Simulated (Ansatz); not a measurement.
An Ansatz (an electronic-structure program) input (plane-wave PAW DFT at the PBEsol level (Ansatz, 420 eV), no SOC):

Ansatz 0.2 input:
```yaml
crystal:
  lattice:
    - [4.06697545, 0, 0]
    - [0, 4.06697545, 0]
    - [0, 0, 4.06697545]
  atoms:
    - { symbol: N, position: [0, 0, 0] }
    - { symbol: Zn, position: [0.5, 0, 0] }
    - { symbol: Zn, position: [0, 0, 0.5] }
    - { symbol: Zn, position: [0, 0.5, 0] }
basis: { ecutwfc: 420, ecutrho_ratio: 4, xc_grid: 2, fft_grid_basis: typed }
kpoints: { mp_grid: { grid: [12, 12, 12] } }
hamiltonian:
  xc: pbesol
  dispersion: none
  pseudopotentials: { kind: paw }
scf: { occupations: { method: fermi_dirac, width: 0.05 }, convergence: { dr2_threshold: 0.0000000004 } }
output: { forces: true, stress: true }
checkpoint: { write: state.ck, write_every: 1000 }
```

**Question.** Which symmetry and how many k-points will the program report, and about how many plane waves at Γ?

**Answer.** Space group Pm-3m (ITA 221) with 48 operations, k-points 84 of 1728, and 1357 plane waves at Γ.

No phonon test of stability was made. The final runs are not spin-polarised. An odd electron count without spin: Zn3N. The cell was made from Cu3N by this change: Cu → Zn; the result is a hypothetical phase, not in the database extracts checked. Zn3N has a high density of states at the Fermi level and may be magnetic at this level.
